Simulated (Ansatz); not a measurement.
What pressure 9 GPa does to Hf

Consider Hf in the hcp (Mg type) structure (space group P6_3/mmc, No. 194; a = 3.1591 Å, c = 4.9999 Å).

One thing is altered: cell and atoms relaxed at a pressure of 9 GPa.

Method: PBEsol/PAW in Ansatz (a quantum-chemistry and plane-wave program), spin-orbit coupling left out. k-mesh 17×17×9 (Γ-centred); smearing 0.05 eV (Fermi–Dirac).

```csv
quantity,base,changed,shift
volume per atom,21.61 Å³,20.13 Å³,-1.472 Å³
density,13.72 g/cm³,14.72 g/cm³,+1.00 g/cm³
lattice parameter a,3.159 Å,3.082 Å,-0.077 Å
c/a ratio,1.583,1.588,+0.0056
shortest interatomic distance,3.095 Å,3.026 Å,-0.069 Å
enthalpy H = E + PV relative to the base's energy,–,+1.17 eV/atom,–
band gap,zero,zero,–
```

Final structure:

```
CELL_PARAMETERS angstrom
      3.08201     0.00000     0.00000
     -1.54101     2.66910     0.00000
      0.00000     0.00000     4.89513
ATOMIC_POSITIONS crystal
  Hf 0.33333 0.66667 0.75000
  Hf 0.66667 0.33333 0.25000
```

Load acts through the strain it causes; cell and atoms are relaxed under it. No phonon test of stability was made. No other phases were tried under pressure. The final runs are not spin-polarised.
